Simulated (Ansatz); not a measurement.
# A series of runs on CoPO₄ (Cc, 12 atoms in the cell)

```xyz
12
Lattice="4.2261 -2.6094 0.0000 4.2261 2.6094 0.0000 -2.7512 0.0000 8.3150" Properties=species:S:1:pos:R:3 pbc="T T T"
Co     3.5522     1.0963     2.1299
Co     2.1766    -1.0963     6.2874
P      3.5577     1.5683     5.1975
P      4.9333    -1.5683     1.0400
O      2.7164     0.6315     6.0741
O      4.0920    -0.6315     1.9166
O      2.9556     1.6000     3.7862
O      1.5800    -1.6000     7.9437
O      0.6897    -0.3552     1.6717
O     -0.6859     0.3552     5.8292
O      2.1688     1.4972     0.9465
O      0.7932    -1.4972     5.1040
```
Moments meant for the start (each program seeds them in its own way; μB, in the order of the atoms Co Co P P O O O O O O O O): 3.0 3.0 0.0 0.0 0.0 0.0 0.0 0.0 0.0 0.0 0.0 0.0.

Base run A: Ansatz (an electronic-structure program) with PBEsol, default PAW files made with PBE, self-consistent single point.

Its settings: basis.ecutwfc = 420 eV; kpoints.mp_grid.grid = 4 4 2; hamiltonian.xc = pbesol; hamiltonian.pseudopotentials = {kind: paw} (the program's default PAW files); magnetization.spin_polarized = true; scf.occupations.method = gaussian; scf.occupations.width = 0.01 eV.

The starting cell comes from a database of computed structures (which also holds hypothetical and non-ambient phases and stackings), without a prior relaxation at this level. The magnetic order is the one reached from the typed start; others were not searched systematically. The program warned that, by what it read of turns of the moments, another magnetic order lies lower. Ansatz's pressure includes its estimate of the finite-basis (Pulay) stress. Without a gap this mesh is coarse (it stands for a supercell whose shortest vector is 18 Å).

ΔF is the free energy per atom less that of run A. 

Run A gave: pressure (GPa) 2.24; largest force (eV/Å) 0.632; size of the net moment (μB/atom) 0.67; iterations 16.

Runs:
- B: scf.mixing.algorithm, scf.mixing.ndim = anderson, default
- C: scf.mixing.algorithm, scf.mixing.ndim = anderson, 20
- D: scf.mixing.algorithm, scf.mixing.ndim = broyden, default
- E: scf.mixing.algorithm, scf.mixing.ndim = broyden, 20
- F: scf.mixing.algorithm, scf.mixing.ndim = msr1, default
- G: scf.mixing.algorithm, scf.mixing.ndim = msr1, 1

Problem. Which runs reach the base run's state, and which is quickest in iterations?

Solution. Runs B, C, D, E, F, G gave the same state as A (within 1 meV/atom and 0.1 μB a site). The fewest iterations to that state were 16 (A, F); the most were 55.

```tsv
run	ΔF (meV/atom)	pressure (GPa)	largest force (eV/Å)	size of the net moment (μB/atom)	iterations
A	0.00	2.24	0.632	0.67	16
B	0.00	2.24	0.632	0.67	18
C	0.00	2.24	0.632	0.67	17
D	0.00	2.24	0.632	0.67	18
E	0.00	2.24	0.632	0.67	17
F	0.00	2.24	0.632	0.67	16
G	0.00	2.24	0.632	0.67	55
```

Keys are those of Ansatz 0.2.
